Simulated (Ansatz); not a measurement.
The starting structures come from a database of crystals and need not be the phases stable at ambient conditions.

 Where the default PAW files enter, the runs use the earlier of Ansatz's two default sets.

By LDA, the system below comes out a metal.

The ballistic (Sharvin) conductance counts the channels at the Fermi level: G/A = (e²/h) × channels of both spins per area.

Here is the system:

```
Mo3Si
1.0
    4.88970     0.00000     0.00000
    0.00000     4.88970     0.00000
    0.00000     0.00000     4.88970
Si Mo
2 6
Direct
  0.50000   0.50000   0.50000
  0.00000   0.00000   0.00000
  0.00000   0.50000   0.25000
  0.00000   0.50000   0.75000
  0.75000   0.00000   0.50000
  0.25000   0.00000   0.50000
  0.50000   0.75000   0.00000
  0.50000   0.25000   0.00000
```

Space group of this cell: Pm-3n, A15 (Cr3Si type). The cell is taken as given; by LDA its mean pressure is -8.9 GPa.

The current flows along the normal of the first two printed cell vectors, the (001) plane of the conventional cell. No spin-orbit coupling; the value is a mean over 0.1 eV about the Fermi level.

### Question
State the ballistic conductance per area according to LDA in Ansatz (a program for electronic structure).

### Answer
0.80 × 10¹⁵ S/m² for both spins.
